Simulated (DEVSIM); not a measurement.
System: abrupt Si p-n junction, at 350 K.

Layer 1 from the left is Si, thickness (μm) 40.0, Na (cm⁻³) 1.3e16, τn (s) 0.00029, τp (s) 0.00029. Layer 2 from the left is Si, thickness (μm) 3.00, Nd (cm⁻³) 6.8e14, τn (s) 0.00029, τp (s) 0.00029.

Left contact: ohmic. Right contact: ohmic. Voltage is applied to the left contact. Recombination: SRH at mid-gap, radiative, Auger. Mobility is constant in doping.

Constants are typed, rounded textbook-type inputs, not results; the design itself was drawn at random and stands for no fabricated device. Values at 300 K; Nc and Nv go as T^1.5, mobilities as T to minus their exponent, the gap by Varshni's rule with the affinity fixed.

Si: gap (eV) 1.124, affinity (eV) 4.05, permittivity 11.7, Nc (cm⁻³) 2.86e19, Nv (cm⁻³) 3.1e19, μn (cm²/Vs) 1417, μp (cm²/Vs) 470, T exponent of μn 2.3, T exponent of μp 2.2, B (cm³/s) 4.7e-15, Cn (cm⁶/s) 2.8e-31, Cp (cm⁶/s) 9.9e-32, Varshni α (eV/K) 0.000473, Varshni β (K) 636.

### Question
Estimate by hand the built-in potential, the peak field at zero bias, and compare with a numerical solution.

### Answer

- Built-in potential: ni = √(Nc Nv) exp(−Eg/2kT) = 3.78e11 cm⁻³ with Eg = 1.111 eV; Vbi = kT/q ln(Na Nd/ni²) = 0.541 V; numerical 0.541 V.
- Peak field at zero bias: depletion approximation: W = √(2εVbi/(qN)) = 1.04 μm with N = 6.46e14 cm⁻³; field = 2Vbi/W = 10400 V/cm; numerical 10800 V/cm (estimate below by 3.6 %).

DEVSIM, 1D drift-diffusion, Boltzmann statistics, complete ionisation; no tunnelling, impact ionisation, image-force lowering or self-heating.
